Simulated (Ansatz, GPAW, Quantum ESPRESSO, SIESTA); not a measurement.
**One structure in several programs: MgCu4Sn (F-43m, 6 atoms in the cell)**

Self-consistent single point.

```
CELL_PARAMETERS angstrom
      0.00000     3.45038     3.45038
      3.45038     0.00000     3.45038
      3.45038     3.45038     0.00000
ATOMIC_POSITIONS crystal
  Mg 0.75000 0.75000 0.75000
  Cu 0.87350 0.37550 0.37550
  Cu 0.37550 0.37550 0.87350
  Cu 0.37550 0.87350 0.37550
  Cu 0.37550 0.37550 0.37550
  Sn 0.00000 0.00000 0.00000
```

All programs got the same cell, k-point mesh and kind of occupations (in Ansatz's words: kpoints.mp_grid.grid = 9 9 9; scf.occupations.method = fermi_dirac; scf.occupations.width = 0.1 eV); potentials, basis and cutoffs are each program's usual ones.

```tsv
code	model	pressure (GPa)	largest force (eV/Å)	k-points	cutoff
Quantum ESPRESSO	PBEsol, GBRV 1.5 ultrasoft (PBESOL) pseudopotentials	2.22	0.031	35	50 Ry
SIESTA	GGA PBEsol, numerical atomic orbitals TZP, PseudoDojo PBEsol standard norm-conserving potentials (rewritten from UPF to PSML)	3.20	0.022	365	grid 350 Ry
GPAW	PBEsol, GPAW PAW datasets PBEsol (made by gpaw-setup)	4.19	0.031	35	850 eV
Ansatz	PBEsol, PAW files made with PBE	3.42	0.032	35	default
```

The spread over the programs that give each value: pressure within 1.97 GPa; largest force within 0.010 eV/Å.

The starting cell comes from a database of computed structures (which also holds hypothetical and non-ambient phases and stackings), without a prior relaxation at this level. Its lattice was rescaled by a random factor within 2.5 % of one. On Ansatz's run: Spin polarisation is off. In the base run, with a pressure of about 3 GPa the cell is away from its equilibrium volume at this level.

Why do the programs differ, and what cannot be compared?

Differences of this kind can come from the potentials, where these differ, and from what each basis and cutoff leave unconverged. The valence holds different numbers of electrons (Quantum ESPRESSO 100, SIESTA 100, GPAW 68, Ansatz (an electronic-structure program) 100). The zero of total energies and Fermi levels follows the potentials and each program's conventions, so they are not compared here. SIESTA uses small atom-centred bases, whose incompleteness enters pressures, forces and empty levels differently from a plane-wave cutoff. Ansatz's pressure is given at a fixed set of plane waves, as the other plane-wave codes print theirs; with its correction for the finite basis it is 3.49 GPa. The programs reduce the same mesh by symmetry to different extents, which changes the work and not the result. In the pressure, Quantum ESPRESSO (by 1.20) lies more than 1 GPa from the median of the plane-wave programs.

Left out of this page: ABINIT (with a known weakness of the program); FLEUR (not drawn, or without a comparable value).

Keys are those of Ansatz 0.2.
